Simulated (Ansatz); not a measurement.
Here is the system:

```yaml
crystal:
  lattice:
    - [4.17472, 0.00000, 0.00000]
    - [0.00000, 4.17472, 0.00000]
    - [2.08736, 2.08736, 2.95198]
  atoms:
    - { symbol: In, position: [0.00000, 0.00000, 0.00000] }
    - { symbol: P, position: [0.75000, 0.25000, 0.50000] }
```

Space group of this cell: F-43m, zinc blende. The cell is taken as given.

All values below come from r2SCAN (plane waves, PAW; Ansatz, a program for electronic structure).

The current runs along the normal of the first two printed vectors; no spin-orbit coupling. Scaled by the factor s: both lengths across the current (ions clamped). Meshes 10×10×10 and 8×8 across the current in all rows.

```csv
s,mean pressure (GPa),band gap (eV)
0.98,3.1,?
1.00,0.1,1.04
1.02,-2.4,0.74
```

Task: Take the slope of the band gap against ln s from the two given rows, extrapolate to s = 0.98, and say what the run there gives.

Result: Slope = (0.74 − 1.04) / ln 1.02 = -15.1 eV. The line gives 1.04 + (-15.1) × ln 0.98 = 1.35 eV. The run gives 1.24 eV, 0.11 eV under the line, 35 % of the predicted step.
